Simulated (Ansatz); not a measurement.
TaN (model structure, started from the NbAs type, I4₁md, No. 109, 4 atoms in the cell) was calculated with PBE (plane waves, PAW; Ansatz, a quantum-chemistry and plane-wave program).

Numerical settings: plane-wave cutoff 520 eV, 18×18×18 k mesh, Fermi–Dirac smearing 0.01 eV, scalar-relativistic PAW data made under PBE.

Cell (relaxed at this level):

```xyz
4
Lattice="-1.4573 1.4573 5.1439 1.4573 -1.4573 5.1439 1.4573 1.4573 -5.1439" Properties=species:S:1:pos:R:3 pbc="T T T"
Ta     0.0000     0.0000     5.1311
Ta     1.4573     0.0000     2.5591
N      0.0000     0.0000     9.4366
N      0.0000     1.4573     1.7207
```

Estimate the band gap, direct gap at Γ and bulk modulus that the calculation returns.


- band gap: 0.63 eV (on the SCF k mesh)
- direct gap at Γ: 4.76 eV
- bulk modulus: 336 GPa

Note: the bulk modulus is −V dP/dV from two relaxed cells at ±2 % in volume; the relaxation could raise the start's symmetry but not lower it, so the cell can be a saddle point.

Spin–orbit coupling is not included.

Static lattice: no zero-point or thermal effects.

A model structure was made by putting elements into a prototype or built by hand; it is no filed structure, need not be a known phase, and can be a saddle point held by its symmetry.
